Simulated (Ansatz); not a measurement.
Take Ir in the fcc (Cu type) structure (space group Fm-3m, No. 225; relaxed with 0.1 eV smearing) as the base.

```
CELL_PARAMETERS angstrom
      0.00000     1.91555     1.91555
      1.91555     0.00000     1.91555
      1.91555     1.91555     0.00000
ATOMIC_POSITIONS crystal
  Ir 0.00000 0.00000 0.00000
```

Cartesian axes are those of the cell as printed.

Method: plane-wave PAW DFT at the PBEsol level (Ansatz, an electronic-structure program, 420 eV), no SOC.

Now apply this change: the cell is compressed by 0.50 % along z with no lateral relaxation; the atoms relax in the strained cell.

### Question
Predict the new stress.

### Answer
The stress (xx, yy, zz, yz, xz, xy; compression positive) comes out as (1.3, 1.3, 3.3, 0.0, 0.0, 0.0) GPa.

### Question
Estimate the effect on the energy relative to the base.

### Answer
The energy rises by 0.7 meV/atom.

Stability against distortions was not tested. The final runs are not spin-polarised.
